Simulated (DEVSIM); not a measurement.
**CdS/CdTe n-p heterojunction**

Structure: CdS/CdTe n-p heterojunction, at 300 K.

| layer (left to right) | material | thickness (μm) | Nd (cm⁻³) | Na (cm⁻³) | τn (s) | τp (s) |
|---|---|---|---|---|---|---|
| 1 | CdS | 0.730 | 1.1e18 | - | 3.2e-10 | 3.2e-10 |
| 2 | CdTe | 0.210 | - | 7.8e17 | 3.2e-10 | 3.2e-10 |

Left contact: ohmic. Right contact: ohmic. Voltage is applied to the left contact. Recombination: SRH at mid-gap. Mobility is μmin + (μ − μmin)/(1 + (N/Nref)^α).

The device is made up for the run: typed textbook-type constants, with dimensions and the other settings drawn at random. Values at 300 K.

| parameter | CdS | CdTe |
|---|---|---|
| gap (eV) | 2.4 | 1.5 |
| affinity (eV) | 4.3 | 4.28 |
| permittivity | 9 | 10.2 |
| Nc (cm⁻³) | 2.2e18 | 8e17 |
| Nv (cm⁻³) | 1.8e19 | 1.8e19 |
| μn (cm²/Vs) | 300 | 1000 |
| μp (cm²/Vs) | 25 | 80 |
| μn,min | 30 | 100 |
| μp,min | 3 | 10 |
| Nref,n | 1e17 | 1e17 |
| Nref,p | 1e17 | 1e17 |
| αn | 0.6 | 0.6 |
| αp | 0.6 | 0.6 |

DEVSIM, 1D drift-diffusion, Boltzmann statistics, complete ionisation; no tunnelling, impact ionisation, image-force lowering or self-heating. Band offsets follow the typed affinities; no thermionic-emission limit at abrupt steps, no polarisation charge.

| Quantity | Result |
|---|---|
| Potential step across the device at zero bias | 1.381 V |
| Largest field in the device at zero bias | 510000 V/cm |
| Dark forward voltage at 1 A/cm² | 1.132 V |
| Dark forward voltage at 100 A/cm² | 1.257 V |

Dark forward current:

```json
[
 {"V (V)": "-0.05", "J (A/cm²)": "-7.5e-11"},
 {"V (V)": "-0.15", "J (A/cm²)": "-7.4e-10"},
 {"V (V)": "-0.25", "J (A/cm²)": "-5.4e-9"},
 {"V (V)": "-0.35", "J (A/cm²)": "-3.8e-8"},
 {"V (V)": "-0.45", "J (A/cm²)": "-2.7e-7"},
 {"V (V)": "-0.55", "J (A/cm²)": "-1.9e-6"},
 {"V (V)": "-0.65", "J (A/cm²)": "-1.3e-5"},
 {"V (V)": "-0.75", "J (A/cm²)": "-9.0e-5"},
 {"V (V)": "-0.85", "J (A/cm²)": "-0.00064"},
 {"V (V)": "-0.95", "J (A/cm²)": "-0.0051"},
 {"V (V)": "-1.05", "J (A/cm²)": "-0.067"},
 {"V (V)": "-1.15", "J (A/cm²)": "-1.9"},
 {"V (V)": "-1.25", "J (A/cm²)": "-77"},
 {"V (V)": "-1.35", "J (A/cm²)": "-2200"}
]
```
